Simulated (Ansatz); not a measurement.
## Element substitutions in Ca3GeO

The parent structure is Ca3GeO (space group Imma, No. 74; a cell from a computed database, its experimental status unchecked).

```xyz
10
Lattice="-3.2999 4.6669 3.3113 3.2999 -4.6669 3.3113 3.2999 4.6669 -3.3113" Properties=species:S:1:pos:R:3 pbc="T T T"
Ca    -1.6500     4.8431     1.6556
Ca     1.6500     4.4907    -1.6556
Ca     1.6500    -0.1762     1.6556
Ca     1.6500     4.8431     1.6556
Ca     0.0000     2.3335     3.0653
Ca     3.2999     2.3335     0.2459
Ge     3.2999    -2.3335     3.3055
Ge     0.0000     7.0004     0.0057
O      3.2999     0.0000     0.0000
O      0.0000     0.0000     3.3113
```

Each row replaces one element on all its sites; cell and atoms are relaxed.

Method: PBEsol/PAW in Ansatz (a quantum-chemistry and plane-wave program), spin-orbit coupling left out.

### Question
Only one of these has a band gap. Which?
A) Ca → Na
B) Ge → Se
C) O → S

### Answer
C, O → S. Computed: Ca → Na: zero; Ge → Se: zero; O → S: 0.59 eV

Stability against distortions was not tested. As relaxed here, Na3GeO, Ca3SeO and Ca3GeS are hypothetical phases, not in the database extracts checked. The final runs are not spin-polarised. Na3GeO and Ca3SeO have a high density of states at the Fermi level and may be magnetic at this level. Gaps under 0.05 eV, about the width of the smearing, are given as zero. The zero or small gap of Ca3GeO can change with the level of theory.
